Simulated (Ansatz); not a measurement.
Start from ZrSi2 (space group Cmcm, No. 63).

```xyz
6
Lattice="1.8522 -7.3961 0.0000 1.8522 7.3961 0.0000 0.0000 0.0000 3.6789" Properties=species:S:1:pos:R:3 pbc="T T T"
Si     1.8522    -6.6098     2.7592
Si     1.8522     6.6098     0.9197
Si     1.8522     3.7012     2.7592
Si     1.8522    -3.7012     0.9197
Zr     1.8522    -1.5587     2.7592
Zr     1.8522     1.5587     0.9197
```

Cartesian axes are those of the cell as printed.

Level of theory: PBE, PAW, 420 eV (Ansatz, a quantum-chemistry and plane-wave program; without spin-orbit coupling).

Base values:

```
Quantity                        Result
-----------------------------  -------
Pressure                       0.0 GPa
Shortest interatomic distance  2.420 Å
```

One thing is altered: uniaxial strain ε_yy = −4.77 %, all other strain components held at zero, atoms relaxed at fixed cell.

Task: Estimate the effect on the pressure and shortest interatomic distance.

Result: The pressure (mean of the normal stresses, compression positive) goes from zero to 5.8 GPa; the shortest interatomic distance grows by 0.005 Å, from 2.420 Å to 2.425 Å.

Whether these cells are dynamically stable was not tested. All final runs are without spin polarisation.
